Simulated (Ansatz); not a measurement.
The starting structures come from a database of crystals and need not be the phases stable at ambient conditions.

 Where the default PAW files enter, the runs use the earlier of Ansatz's two default sets.

Tunnelling through a barrier is set by its complex band structure: the current falls as exp(−2κd) with the smallest κ.

```xyz
8
Lattice="4.4488 0.0000 0.0000 0.0000 9.5267 0.0000 0.0000 0.0000 4.4488" Properties=species:S:1:pos:R:3 pbc="T T T"
Ba     2.2244     3.2502     0.0000
Ba     0.0000     6.2764     2.2244
Cu     0.0000     0.0000     0.0000
Cu     2.2244     0.0000     2.2244
Te     0.0000     1.5159     2.2244
Te     2.2244     8.0108     0.0000
F      2.2244     4.7633     2.2244
F      0.0000     4.7633     0.0000
```

Space group of this cell: P4/nmm. The cell is taken as given; by r2SCAN its mean pressure is -1.4 GPa.

Transport runs along the normal of the first two printed cell vectors, the (100) plane of the conventional cell.

The gap is the functional's own. No spin-orbit coupling. Mid-gap values are interpolated on the energy grid.

Problem. Compute, with r2SCAN (Ansatz, a first-principles code), the band gap and the smallest decay constant κ at mid-gap.

Solution. Gap 1.24 eV on a 8×4×8 mesh; κ = 0.149 1/Å, at the zone centre.
